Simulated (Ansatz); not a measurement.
Consider the following.

```
Sc
1.0
    3.26817     0.00000     0.00000
    1.63409     2.83032     0.00000
    0.00000     0.00000     5.23244
Sc
2
Direct
  0.66667   0.66667   0.75000
  0.33333   0.33333   0.25000
```

No spin polarisation.

Level of theory: Ansatz (an electronic-structure program) PBE, spin-orbit coupling left out. Settings: 20×20×11 k-points, 0.1 eV Fermi–Dirac smearing.

Predict the mean in-plane stress (compression positive).

+1.9 GPa.

Predict the band gap.

Zero.

The cells carry an imposed strain or load. Whether these cells are dynamically stable was not tested. The final runs are not spin-polarised. The cell was made from Sc in the hcp (Mg type) structure (space group P6_3/mmc, No. 194) by this change: biaxial strain −1.50 %, plane normal [001], relaxed out of plane.
